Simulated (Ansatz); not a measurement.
A periodic model of amorphous Be24Al16O48:

```xyz
88
Lattice="9.4648 0.0000 0.0000 0.0000 9.4648 0.0000 0.0000 0.0000 9.4648" Properties=species:S:1:pos:R:3 pbc="T T T"
Be     0.7954     2.9851     0.5596
Be     2.9391     1.3930     5.2796
Be     2.2058     2.6840     2.6642
Be     3.8863     4.7522     3.1223
Be     6.7718     7.3522     2.1218
Be     3.5140     8.0311     5.8079
Be     3.8090     7.6006     1.5675
Be     7.7024     0.9886     6.6491
Be     4.3355     1.3129     3.1374
Be     6.4436     0.2435     8.2461
Be     3.7988     0.5774     8.0481
Be     8.5407     3.1370     5.5002
Be     1.5469     0.5940     0.3671
Be     5.4764     2.6502     7.5162
Be     6.1504     6.9203     4.8645
Be     0.0955     5.2464     1.9410
Be     8.5919     8.5820     6.1853
Be     7.1872     2.5192     0.5026
Be     0.6370     5.7716     7.5024
Be     0.8476     8.4617     5.0103
Be     6.6262     4.2113     2.4958
Be     2.2195     7.7918     8.2844
Be     9.0673     3.6234     3.5667
Be     1.9252     0.3796     2.7766
Al     8.6627     3.4094     8.1862
Al     2.9462     3.5579     7.6674
Al     1.6717     4.1292     5.1971
Al     8.8889     8.9050     2.0292
Al     6.8468     5.2809     7.5285
Al     2.7609     5.2799     0.8696
Al     2.0973     7.2587     3.1923
Al     4.5986     7.2798     8.4485
Al     1.1313     1.3299     7.2013
Al     4.4350     2.9214     0.7302
Al     5.4431     0.1997     5.6358
Al     7.2307     1.0567     3.8883
Al     8.6461     6.1246     4.1684
Al     4.9264     4.5623     5.2251
Al     8.8404     8.0298     8.9933
Al     5.7936     0.1256     1.1175
O      2.0890     2.4319     6.0667
O      7.3322     0.2330     2.3796
O      3.6511     4.3498     9.1477
O      3.3779     3.6451     2.0764
O      5.0959     7.9624     5.2663
O      4.5781     1.2834     1.6402
O      6.1456     3.4103     1.2508
O      3.2532     4.7771     4.6051
O      8.7439     2.2236     6.7745
O      2.3018     7.8390     4.8165
O      1.7772     4.8410     6.9028
O      0.5573     6.3758     2.9588
O      0.7528     7.1506     8.2656
O      1.0765     4.6570     0.9097
O      3.7263     0.4228     6.2224
O      7.0914     6.9231     3.6065
O      8.0553     7.5106     1.1270
O      7.4743     0.0676     5.3401
O      1.6098     1.7301     1.4750
O      8.2305     4.6686     2.6556
O      5.4708     4.5218     3.5172
O      0.5373     0.0044     6.2051
O      1.2181     2.7091     8.4390
O      9.1702     4.5270     5.0968
O      6.8143     1.0778     0.0310
O      6.1671     1.2353     6.9722
O      2.2345     0.1848     8.4408
O      3.2046     7.0222     0.1390
O      5.0148     9.0401     8.6615
O      9.1086     7.3378     5.3952
O      2.8776     1.3833     3.7035
O      8.0576     2.5414     4.1768
O      5.3864     7.9285     1.6568
O      4.1670     2.0918     8.4952
O      6.2775     5.6193     5.8253
O      8.6720     2.9050     0.4041
O      7.8658     8.8775     7.6984
O      0.2098     9.2934     0.4911
O      4.5387     3.5403     6.5742
O      8.6637     5.1408     7.7343
O      3.3398     6.1606     2.4080
O      3.3401     7.4209     7.2142
O      6.7637     3.5381     7.9782
O      0.5458     9.1781     3.3769
O      6.0690     6.4226     8.5159
O      1.1521     3.4104     3.5547
O      5.4757     1.2335     4.1682
O      2.6873     8.6015     2.1421
```

All values below come from PBE, scalar-relativistic without spin-orbit coupling (plane waves to 420 eV, PAW; Ansatz, a program for electronic structure).

A CHGNet melt-quench gave the starting glass, which DFT then relaxed. O atoms were pushed apart under 1.9 Å during the dynamics, to hinder bonds among them. The hot cell started wider than the set density and was brought back towards it in steps. It is the lowest in DFT energy of 2 quenches. It is a model cell: composition and starting density were chosen by hand, and all elements were melted together. No dispersion term was used. Its density started from a set value of 2.78 and ended at 2.77 g/cm³. The quench (nominally 340 K/ps over its main leg) was far faster than any real one, so the model tends to hold more defects than a real film. A cell of this size samples the disorder only roughly. The volume was free in the relaxation, at fixed shape. Stress components on the final sampling reach 3.0 GPa.

Cut-offs for bonds: Be-Be 2.11 Å, Be-Al 2.39 Å, Be-O 2.06 Å, Al-Al 2.66 Å, Al-O 2.30 Å, O-O 1.58 Å. Two cations that share two anions don't count as bonded, nor two that share one unless they lie closer than Be-Be 2.05 Å, Be-Al 2.32 Å, Al-Al 2.59 Å.

Question: Give the coordination numbers, mean bond lengths and angles.

Answer: 
* **Mean coordination of Be by anions**: 3.58 (10 with 3, 14 with 4)
* **Mean coordination of Al by anions**: 4.62 (7 with 4, 8 with 5, 1 with 6)
* **Mean coordination of O**: 3.33 (1 with 2, 30 with 3, 17 with 4)
* **Mean Be-O bond**: 1.636 Å (spread 0.090 Å, 86 counted)
* **Mean Al-O bond**: 1.861 Å (spread 0.114 Å, 74 counted)
* **Bond angle at Be**: mean 111.8°, spread 10.9°
* **Bond angle at Al**: mean 107.1°, spread 23.8°
* **Bond angle at O**: mean 113.1°, spread 19.6°

Question: List the pairs of like atoms that count as bonded by the rules above.

Answer: There are none by these rules.

Question: What Bader charges do the atoms carry, from a run on the zone centre alone?

Answer: Means (range): Be +1.73 e (+1.72 to +1.74), Al +2.53 e (+2.51 to +2.54), O -1.71 e (-1.75 to -1.66).
| atom | charge (e) |
|---|---|
| Be1 | +1.74 |
| Be2 | +1.73 |
| Be3 | +1.74 |
| Be4 | +1.73 |
| Be5 | +1.74 |
| Be6 | +1.74 |
| Be7 | +1.73 |
| Be8 | +1.73 |
| Be9 | +1.73 |
| Be10 | +1.73 |
| Be11 | +1.74 |
| Be12 | +1.72 |
| Be13 | +1.73 |
| Be14 | +1.74 |
| Be15 | +1.73 |
| Be16 | +1.73 |
| Be17 | +1.73 |
| Be18 | +1.73 |
| Be19 | +1.74 |
| Be20 | +1.73 |
| Be21 | +1.74 |
| Be22 | +1.74 |
| Be23 | +1.73 |
| Be24 | +1.74 |
| Al25 | +2.52 |
| Al26 | +2.53 |
| Al27 | +2.53 |
| Al28 | +2.51 |
| Al29 | +2.52 |
| Al30 | +2.53 |
| Al31 | +2.52 |
| Al32 | +2.52 |
| Al33 | +2.53 |
| Al34 | +2.54 |
| Al35 | +2.53 |
| Al36 | +2.53 |
| Al37 | +2.53 |
| Al38 | +2.51 |
| Al39 | +2.52 |
| Al40 | +2.53 |
| O41 | -1.72 |
| O42 | -1.70 |
| O43 | -1.68 |
| O44 | -1.72 |
| O45 | -1.71 |
| O46 | -1.70 |
| O47 | -1.71 |
| O48 | -1.69 |
| O49 | -1.75 |
| O50 | -1.71 |
| O51 | -1.68 |
| O52 | -1.71 |
| O53 | -1.71 |
| O54 | -1.70 |
| O55 | -1.71 |
| O56 | -1.71 |
| O57 | -1.70 |
| O58 | -1.72 |
| O59 | -1.74 |
| O60 | -1.74 |
| O61 | -1.70 |
| O62 | -1.69 |
| O63 | -1.69 |
| O64 | -1.72 |
| O65 | -1.70 |
| O66 | -1.74 |
| O67 | -1.73 |
| O68 | -1.72 |
| O69 | -1.72 |
| O70 | -1.70 |
| O71 | -1.75 |
| O72 | -1.71 |
| O73 | -1.71 |
| O74 | -1.70 |
| O75 | -1.72 |
| O76 | -1.71 |
| O77 | -1.72 |
| O78 | -1.70 |
| O79 | -1.69 |
| O80 | -1.70 |
| O81 | -1.72 |
| O82 | -1.70 |
| O83 | -1.69 |
| O84 | -1.70 |
| O85 | -1.66 |
| O86 | -1.69 |
| O87 | -1.71 |
| O88 | -1.70 |
